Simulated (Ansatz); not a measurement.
LaAgS2 (space group R-3m, No. 166; a hypothetical phase, not in the database extracts checked)

LaAgS₂ has the trigonal space group R-3m, hexagonal axes (No. 166), Pearson symbol hR4. Cell: a = b = 4.271 Å, c = 17.763 Å, α = β = 90.00°, γ = 120.00°. La on 3a is coordinated by 6 S at 2.889 Å (octahedral). Ag on 3b has 6 S at 2.863 Å (octahedral). S on 6c sees 3 Ag at 2.863 Å and 3 La at 2.889 Å (octahedral). (Neighbours: up to the widest gap in distance over summed covalent radii, below 1.35, at either atom; cation-cation and far metal-metal contacts left out.)
(The calculation used a cell of 4 atoms; values per cell refer to that cell.)

Computed with plane-wave PAW DFT at the PBE level (Ansatz, a quantum-chemistry and plane-wave program, 420 eV), no spin-orbit coupling. Settings: 9×9×9 k-points, 0.05 eV Fermi–Dirac smearing.

| Property | Value |
|---|---|
| Volume per atom | 23.39 Å³ |
| Density | 5.52 g/cm³ |
| Band gap | 2.25 eV, indirect, F–Γ (50 % along) → F–Γ (42 % along) |
| Total energy | -3912.530 eV/atom (σ→0; compares only within this code and set-up) |

Whether these cells are dynamically stable was not tested.
